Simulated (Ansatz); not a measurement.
## What biaxial strain +1.50 %, plane normal [001], relaxed out of plane does to Ge

Consider Ge in the diamond structure (space group Fd-3m, No. 227; a = 5.6762 Å). Axes: x, y, z lie along the cube axes.

The change: tensile biaxial strain of 1.50 % in the plane normal to [001], as in epitaxy on a mismatched substrate; the out-of-plane cell vector and the atoms relax.

Calculations: PBEsol/PAW in Ansatz (an electronic-structure program), spin-orbit coupling left out. Γ-centred 14×14×14 mesh, Fermi–Dirac width 0.05 eV.

- Volume per atom: 23.28 Å³ (base 22.86 Å³)
- Space group: I4_1/amd (No. 141) (base Fd-3m (No. 227))
- Shortest interatomic distance: 2.473 Å (base 2.458 Å)
- Energy relative to the base (free energy F): +3.8 meV/atom
- Pressure (mean of the normal stresses, compression positive): -1.2 GPa (base 0.0 GPa)
- Band gap: zero (base zero)
- Out-of-plane strain: -1.16 % (rough)
- Mean in-plane stress (compression positive): -1.8 GPa (rough)

Final structure (turned so that z lies along the plane normal):

```
CELL_PARAMETERS angstrom
      4.07385     0.00000     0.00000
      0.00000     4.07385     0.00000
      2.03693    -2.03693     2.80504
ATOMIC_POSITIONS crystal
  Ge 0.00000 0.00000 0.00000
  Ge 0.75000 0.75000 0.50000
```

Cost of the whole job for the changed cell (relaxation, final SCF and bands): roughly 21 core-seconds.

Without a gap, meshes like the base's 14×14×14 leave anisotropic stresses uncertain by several tenths of a GPa, and small strain energies with them. No phonon test of stability was made. The zero or small gap of Ge can change with the level of theory.
